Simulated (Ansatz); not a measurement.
System: CsCl-type CuZn. Method: PBEsol (PAW; Ansatz, a first-principles code).

Run with plane-wave cutoff 560 eV, 16×16×16 k mesh, Fermi–Dirac smearing 0.1 eV, perturbation theory, no spin polarisation, scalar-relativistic PAW data made under PBE.

Computed at the level's own relaxed cell.

Q: Estimate the TO(Γ) frequency that the calculation returns.

A: 
- TO(Γ) frequency: 210 cm⁻¹
